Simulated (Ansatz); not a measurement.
# Pressure series in Bi2Se3

Consider Bi₂Se₃ in the Bi2Te3 type structure (space group R-3m, No. 166; a = 4.1444 Å, c = 28.4455 Å (hexagonal axes)).

Cell and atoms are relaxed at each pressure.

The values are results of Ansatz (an electronic-structure program), PBE-D3(BJ), PAW, cutoff 420 eV, no spin-orbit coupling, earlier PAW set, not measurements.

Two rows of this table had their results exchanged by mistake.

```
pressure          volume per atom (Å³)  shortest distance (Å)  band gap
----------------  --------------------  ---------------------  --------
pressure −1 GPa                  29.17                  2.872   0.28 eV
pressure 1.8 GPa                 27.09                  2.847   0.07 eV
pressure 4.2 GPa                 26.03                  2.828      zero
pressure 9 GPa                   16.80                  2.527      zero
pressure 18 GPa                  22.50                  2.747      zero
pressure 30 GPa                  20.28                  2.711      zero
pressure 45 GPa                  18.04                  2.608      zero
pressure 60 GPa                  24.48                  2.796      zero
```

Q: Which two?

A: The rows for pressure 9 GPa and pressure 60 GPa: the volume has to fall steadily with pressure, so 24.48 Å³ belongs to pressure 9 GPa and 16.80 Å³ to pressure 60 GPa.

The mesh was chosen for an insulator and is coarse for the gapless case. From pressure 45 GPa on, the axis ratios lie over 15 % from the base's, so the cell there is far from its starting form. Spin-orbit coupling, missing from the scalar runs, can matter with Bi. Load acts through the strain it causes; cell and atoms are relaxed under it. Stability against distortions was not tested. Competing high-pressure phases were not computed. The final runs are not spin-polarised. Gaps under 0.05 eV, about the width of the smearing, are given as zero. The zero or small gap of Bi2Se3 can change with the level of theory.
